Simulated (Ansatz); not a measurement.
VSi2 under a change: V → Al

Start from VSi$_{2}$ (space group P6_222, No. 180; a = 4.531 Å, c = 6.325 Å; weakly magnetic (sensitive to the mesh)).

One thing is altered: Al takes the place of V on all its sites; the structure is relaxed again.

The values are results of r2SCAN (Ansatz, a program for electronic structure; PAW; 500 eV plane waves; no spin-orbit coupling), not measurements. Γ-centred 12×12×7 mesh, Fermi–Dirac width 0.05 eV, for the changed cell.

```tsv
quantity	base	changed	shift
volume per atom	12.49 Å³	14.61 Å³	+2.12 Å³
lattice parameter a	453.1 pm	467.6 pm	+14.5 pm
c/a ratio	1.396	1.485	+0.089
shortest interatomic distance	246.4 pm	263.7 pm	+17.3 pm
band gap	zero	zero	–
```

Final structure:

```
CELL_PARAMETERS angstrom
      4.67566     0.00000     0.00000
     -2.33783     4.04924     0.00000
      0.00000     0.00000     6.94394
ATOMIC_POSITIONS crystal
  Al 0.50000 0.00000 0.00000
  Al 0.50000 0.50000 0.33333
  Al 0.00000 0.50000 0.66667
  Si 0.16284 0.32567 0.00000
  Si 0.83716 0.16284 0.33333
  Si 0.67433 0.83716 0.66667
  Si 0.83716 0.67433 0.00000
  Si 0.16284 0.83716 0.33333
  Si 0.32567 0.16284 0.66667
```

Cost of the whole job for the changed cell (relaxation, final SCF and bands): roughly 5 core-minutes.

Other magnetic orders, which the real material may have, were not ruled out. Whether these cells are dynamically stable was not tested. As relaxed here, AlSi2 is a hypothetical phase, not in the database extracts checked. Starting moments died away, wholly or in part, for the base; another magnetic solution may exist. Spin-polarised in the final run: base; the other runs are not. An odd electron count without spin: AlSi2.
